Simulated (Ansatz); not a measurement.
Bond-angle distributions (per cent of the angles at each element, bins of 10°) of a relaxed model of amorphous In9Ga9Zn9O37Ag2 at 5.93 g/cm³. Method: PBE, scalar-relativistic without spin-orbit coupling (plane waves to 420 eV, PAW; Ansatz, a program for electronic structure).

It comes from a melt-quench run on a machine-learned potential (CHGNet), relaxed afterwards by DFT. O atoms were pushed apart under 1.9 Å during the dynamics, to hinder bonds among them. The hot cell started wider than the set density and was brought back towards it in steps. It is the lowest in DFT energy of 2 quenches. It is a model cell: composition and starting density were chosen by hand, and all elements were melted together. No dispersion term was used. Its density started from a set value of 6.03 and ended at 5.93 g/cm³. The simulated quench (nominally 210 K/ps over its main leg) is rapid and tends to freeze in more defects than a deposited or slowly cooled glass has. A cell of this size samples the disorder only roughly. Volume and shape were free in the relaxation.

Bonds are counted up to In-In 3.12 Å, In-Ga 2.90 Å, In-Zn 2.90 Å, In-O 2.66 Å, In-Ag 3.16 Å, Ga-Ga 2.68 Å, Ga-Zn 2.68 Å, Ga-O 2.26 Å, Ga-Ag 2.94 Å, Zn-Zn 2.68 Å, Zn-O 2.58 Å, Zn-Ag 2.94 Å, O-O 1.58 Å, O-Ag 2.53 Å, Ag-Ag 3.19 Å. Two cations that share two anions don't count as bonded, nor two that share one unless they lie closer than In-In 3.04 Å, In-Ga 2.82 Å, In-Zn 2.82 Å, In-Ag 3.07 Å, Ga-Ga 2.61 Å, Ga-Zn 2.61 Å, Ga-Ag 2.86 Å, Zn-Zn 2.61 Å, Zn-Ag 2.86 Å, Ag-Ag 3.10 Å.

```tsv
angle (°)	at In	at Ga	at Zn
50-60	1	0	0
60-70	0	0	0
70-80	19	1	9
80-90	17	19	14
90-100	16	19	26
100-110	13	30	13
110-120	9	13	14
120-130	4	3	9
130-140	3	4	4
140-150	5	1	6
150-160	7	4	1
160-170	3	6	1
170-180	1	0	3
```

They go with these counts of neighbours within the cut-offs, cation contacts included: In mean 5.6, most often 6; Ga mean 4.4, most often 4; Zn mean 4.4, most often 4.
